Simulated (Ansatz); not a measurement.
Consider YN in the rock salt structure (space group Fm-3m, No. 225).

```yaml
crystal:
  lattice:
    - [0.00000, 2.42808, 2.42808]
    - [2.42808, 0.00000, 2.42808]
    - [2.42808, 2.42808, 0.00000]
  atoms:
    - { symbol: Y, position: [0.00000, 0.00000, 0.00000] }
    - { symbol: N, position: [0.50000, 0.50000, 0.50000] }
```

Levels (all Ansatz, a program for electronic structure, PAW): PBEsol (420 eV, spin-orbit coupling left out); HSE06 (420 eV, spin-orbit coupling left out).

The geometry is relaxed with PBEsol.

```
Property          Result
---------------  -------
PBEsol band gap  0.08 eV
```

Question: What does HSE06 give at this geometry for the band gap?

Answer: The band gap rises by 0.975 eV (0.08 eV → 1.05 eV).

Single points use the geometry relaxed with PBEsol. HSE06 was sampled on its mesh, a few special points and the semilocal edge points, so its gap is an upper bound. No phonon test of stability was made. The base started in P3_121 and relaxed to Fm-3m at this level. The zero or small gap of YN can change with the level of theory.
